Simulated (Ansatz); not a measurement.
# Parameter sweep on NbRe3 (Pm-3m, 4 atoms in the cell)

```cif
data_NbRe3
_chemical_formula_sum 'Re3 Nb1'
_space_group_name_H-M_alt 'Pm-3m'
_space_group_IT_number 221
_space_group_name_Hall '-P 4 2 3'
_cell_length_a 3.90809
_cell_length_b 3.90809
_cell_length_c 3.90809
_cell_angle_alpha 90.000
_cell_angle_beta 90.000
_cell_angle_gamma 90.000
loop_
_atom_site_label
_atom_site_type_symbol
_atom_site_symmetry_multiplicity
_atom_site_Wyckoff_symbol
_atom_site_fract_x
_atom_site_fract_y
_atom_site_fract_z
_atom_site_occupancy
Re1 Re 3 c 0.00000 0.50000 0.50000 1
Nb1 Nb 1 a 0.00000 0.00000 0.00000 1
```

Base run A: PBE in Ansatz (a quantum-chemistry and plane-wave program), self-consistent single point.

Its settings: basis.ecutwfc = 420 eV; kpoints.mp_grid.grid = 7 7 7; hamiltonian.xc = pbe; hamiltonian.pseudopotentials = {kind: paw} (the program's default PAW files); scf.occupations.method = cold; scf.occupations.width = 0.136 eV.

The starting cell was generated: these elements placed on a structure prototype, without a prior relaxation; it need not be a known phase or ordering of this composition. Spin polarisation is off. In the base run, with a pressure of about 19 GPa the cell is away from its equilibrium volume at this level. Ansatz's pressure includes its estimate of the finite-basis (Pulay) stress.

ΔF is the free energy per atom less that of run A. 

```tsv
run	scf.occupations.width	ΔF (meV/atom)	pressure (GPa)	TS (meV/atom)
A	0.136 eV	0.00	18.73	-0.9
B	0.002 eV	-0.66	18.46	0.0
C	0.01 eV	-0.66	18.43	0.0
D	0.025 eV	-0.67	18.54	0.1
E	0.05 eV	-0.75	18.64	-0.1
F	0.1 eV	-0.28	18.74	-0.9
G	0.15 eV	0.09	18.71	-1.0
H	0.2 eV	0.52	18.59	-2.1
I	0.3 eV	1.97	18.37	-5.9
J	0.5 eV	9.1	18.03	-25.4
K	0.8 eV	26.4	18.02	-46.0
```

Run C against A: The free energy hardly moves (within 1 meV/atom) and the pressure goes from 18.73 to 18.43 GPa.

Run I against A: The free energy rises by 2.0 meV/atom and the pressure goes from 18.73 to 18.37 GPa.

Keys are those of Ansatz 0.2.
